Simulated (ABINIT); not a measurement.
Band structure of MgS (Fm-3m, 2 atoms in the cell).

```
CELL_PARAMETERS angstrom
      0.00000     2.61924     2.61924
      2.61924     0.00000     2.61924
      2.61924     2.61924     0.00000
ATOMIC_POSITIONS crystal
  Mg 0.00000 0.00000 0.00000
  S  0.50000 0.50000 0.50000
```

Method: PBE, norm-conserving pseudopotentials (PseudoDojo nc-sr-05 PBE standard) (plane waves; ABINIT).

Settings: pseudos = [Mg.upf, S.upf]; ecut = 42 Ha; occopt = 3; tsmear = 0.00073499 Ha; ngkpt = 7 7 7; nshiftk = 1; shiftk = 0 0 0; potentials = PseudoDojo nc-sr-05 PBE standard; kptopt = 1; nstep = 80; tolvrs1 = 1e-12; ndtset = 2; getden2 = 1.

The starting cell comes from a database of computed structures (which also holds hypothetical and non-ambient phases and stackings), without a prior relaxation at this level. Its lattice was rescaled by a random factor within 2.5 % of one.

Problem. Predict the gap along the standard path and the places of the band edges.

Solution. The gap along the path is 2.74 eV, from Γ to X; the smallest direct gap on it is 3.56 eV.

Levels in eV from the top of the valence band on the SCF mesh, bands 5 to 12:
```csv
point,5,6,7,8,9,10,11,12
Γ,-12.55,0.00,0.00,0.00,3.56,7.96,7.96,7.96
X,-10.94,-4.08,-1.63,-1.63,2.74,4.47,11.80,12.68
W,-10.90,-3.13,-3.13,-2.30,5.17,7.92,7.92,7.98
K,-10.94,-3.59,-3.10,-1.32,3.89,6.68,9.60,9.96
L,-11.29,-4.72,-0.56,-0.56,4.52,6.87,6.87,9.91
U,-10.94,-3.59,-3.10,-1.32,3.89,6.68,9.60,9.96
```
